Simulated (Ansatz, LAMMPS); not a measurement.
How the lattice constant a of InP (model structure, started from the CsCl type, Pm-3m, No. 221, 2 atoms in the cell) moves with the method

No measured value is used here.

| level (code) | value (Å) |
|---|---|
| SNAP InP_JCPA2020.snap (LAMMPS) | 3.382 |
| LDA (Ansatz) | (withheld) |
| PBE (Ansatz) | 3.448 |
| PBEsol (Ansatz) | 3.387 |
| PBE-D3(BJ) (Ansatz) | 3.395 |
| r²SCAN (Ansatz) | (withheld) |
| r²SCAN+rVV10 (Ansatz) | 3.408 |

### Question
What belongs in the gaps?

### Answer

- LDA (Ansatz, a quantum-chemistry and plane-wave program), value (Å): 3.361
- r²SCAN (Ansatz), value (Å): 3.424

Cutoffs differ between the levels. Ansatz's density-functional and Hartree–Fock values are scalar-relativistic unless marked +SOC, with PAW data made under PBE.

Machine-learned potentials (SNAP InP_JCPA2020.snap) are trained on DFT data: a solid inside that data is no test of them.

A model structure was made by putting elements into a prototype or built by hand; it is no filed structure, need not be a known phase, and can be a saddle point held by its symmetry.
